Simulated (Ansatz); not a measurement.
Antifluorite K₂Te, treated with LC-ωPBE (plane waves, PAW; Ansatz, a quantum-chemistry and plane-wave program).

Run with plane-wave cutoff 460 eV, 6×6×6 k mesh, Fermi–Dirac smearing 0.01 eV, scalar-relativistic PAW data made under PBE.

Cell (relaxed at this level):

Space group Fm-3m (No. 225); a = b = c = 8.1544 Å, α = β = γ = 90.00°

```json
[
 {"atom": "K", "site": "8c", "symmetry": "-43m", "x": "0.2500", "y": "0.2500", "z": "0.2500"},
 {"atom": "Te", "site": "4a", "symmetry": "m-3m", "x": "0.0000", "y": "0.0000", "z": "0.0000"}
]
```
(The calculation used a cell of 3 atoms; values per cell refer to that cell.)

What does this level give for the bulk modulus B0, band gap, smallest direct gap on the k points sampled and pressure derivative B′ of the bulk modulus?


- bulk modulus B0: 14.7 GPa
- band gap: 7.42 eV (on the SCF k mesh)
- smallest direct gap on the k points sampled: 7.45 eV
- pressure derivative B′ of the bulk modulus: 4.4

Note: the relaxation could not lower the start's symmetry, so the cell can be a saddle point above a distorted one.

Spin–orbit coupling is not included; with these elements it can move the gap by several tenths of an eV or more.

Static lattice: no zero-point or thermal effects.
